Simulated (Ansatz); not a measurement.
**C axis length of SnO2 (model structure, from the CdI2 type, P-3m1, No. 164) at several levels of theory**

No measured value is used here.

```json
[
 {"level (code)": "PBE (Ansatz)", "value (Å)": "5.514"},
 {"level (code)": "PBEsol (Ansatz)", "value (Å)": "…"},
 {"level (code)": "PBE-D3(BJ) (Ansatz)", "value (Å)": "4.596"}
]
```

Problem. What belongs in the gaps?

Solution. 
- PBEsol (Ansatz, a program for electronic structure), value (Å): 5.062

Ansatz's density-functional and Hartree–Fock values are scalar-relativistic unless marked +SOC, with PAW data made under PBE.

A model structure was made by putting elements into a prototype or built by hand; it is no filed structure, need not be a known phase, and can be a saddle point held by its symmetry.
